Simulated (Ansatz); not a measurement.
**Pressure series in hypothetical P6_3mc GeSe**

The reference is GeSe (space group P6_3mc, No. 186; a = 4.710 Å, c = 5.685 Å; a hypothetical phase, not in the database extracts checked).

Cell and atoms are relaxed at each pressure.

Levels (all Ansatz, an electronic-structure program, PAW, earlier PAW set): PBEsol (420 eV, no spin-orbit coupling); HSE06 (420 eV, no spin-orbit coupling).

Band gaps by level, all at the geometries relaxed with PBEsol:

| case | PBEsol | HSE06 |
|---|---|---|
| base | 0.54 eV | 0.90 eV |
| pressure −2 GPa | 0.86 eV | 1.26 eV |
| pressure −1 GPa | 0.70 eV | 1.07 eV |
| pressure 0.9 GPa | 0.41 eV | 0.76 eV |
| pressure 2.1 GPa | 0.25 eV | 0.58 eV |

Single points use the geometry relaxed with PBEsol. The hybrid gap comes from the SCF mesh plus the semilocal run's edge points and a few special points and is an upper bound. Load acts through the strain it causes; cell and atoms are relaxed under it. Whether these cells are dynamically stable was not tested. The zero or small gap of GeSe under pressure 2.1 GPa can change with the level of theory.
